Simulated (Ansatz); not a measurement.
**Electron-phonon data for PtAu (P-6m2)**

Data:

```xyz
2
Lattice="2.7847 0.0000 0.0000 -1.3923 2.4116 0.0000 0.0000 0.0000 4.7645" Properties=species:S:1:pos:R:3 pbc="T T T"
Pt     1.3923     0.8039     0.0000
Au     0.0000     0.0000     2.3822
```

These are PBEsol, DFPT electron-phonon coupling, linearised Boltzmann equation (plane waves, PAW, scalar-relativistic; Ansatz, an electronic-structure program) values and carry that method's errors. How the cell was made: relaxed with this functional, without spin-orbit coupling.

```
Quantity                                                                                                      Value
----------------------------------------------------------------------------------  -------------------------------
resistivity at 300 K                                                                5.6 (x), 5.6 (y), 5.4 (z) μΩ·cm
resistivity at 77 K                                                                                      1.05 μΩ·cm
electron mean free path at 300 K (weighted by the current that each state carries)    14.4 (x), 14.4 (y), 22 (z) nm
electron-phonon coupling λ                                                                                     0.25
transport coupling λ_tr                                                               0.27 (x), 0.27 (y), 0.176 (z)
logarithmic mean phonon energy                                                                             11.8 meV
density of states at the Fermi level                                                     0.48 states/(eV·spin·cell)
Drude plasma energy                                                                    7.2 (x), 7.2 (y), 6.1 (z) eV
Tc for μ* = 0.10 (anisotropic Eliashberg)                                                                 below 1 K
Tc for μ* = 0.13 (anisotropic Eliashberg)                                                                 below 1 K
```

A metal at this level (no band gap). Only scattering by harmonic phonons is included (no impurities, grain boundaries, electron-electron scattering or thermal expansion). Spin-orbit coupling is left out, which matters with elements this heavy. The run warned that the eigensolver left some states short of its tolerance. Halving the electron mesh (36x36x20) moves the resistivity by up to 9 % at 300 K, the mean free path by up to 4 %, the coupling by up to 3 %. Smearing 0.20 eV; phonons on a 6x6x3 q mesh, which this run doesn't test and which matters most at low temperature. Tc comes from the anisotropic Migdal-Eliashberg equations with μ*, a chosen number, referred to 13.1 meV.

Computed structure with no diffraction record at hand here (it may be known, metastable or hypothetical): PtAu (P-6m2).
